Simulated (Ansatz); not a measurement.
The parent structure is Al2O3 in the corundum structure (space group R-3c, No. 167; a = 4.8080 Å, c = 13.1216 Å (hexagonal axes)). Axes: x lies along a and z along c of the hexagonal cell.

All numbers come from Ansatz (a quantum-chemistry and plane-wave program), PBE, PAW, cutoff 420 eV, without spin-orbit coupling, earlier PAW set.

Before the change:

Electron mass: 0.38 mₑ along c, 0.37 mₑ across (at Γ)

Modification: compressive biaxial strain of 1.91 % in the plane normal to [001], as in epitaxy on a mismatched substrate; the out-of-plane cell vector and the atoms relax.

Task: What happens to the electron mass, energy relative to the base and in-plane stress?

Result: The electron mass goes from 0.38 mₑ along c, 0.37 mₑ across (at Γ) to 0.39 mₑ (at Γ); the energy grows by 11 meV/atom; the mean in-plane stress (compression positive) comes out as +11.2 GPa.

The levels and masses belong to the bands next to the band gap. Masses are band curvatures over ±0.01 Å⁻¹ around the edge. No phonon test of stability was made.
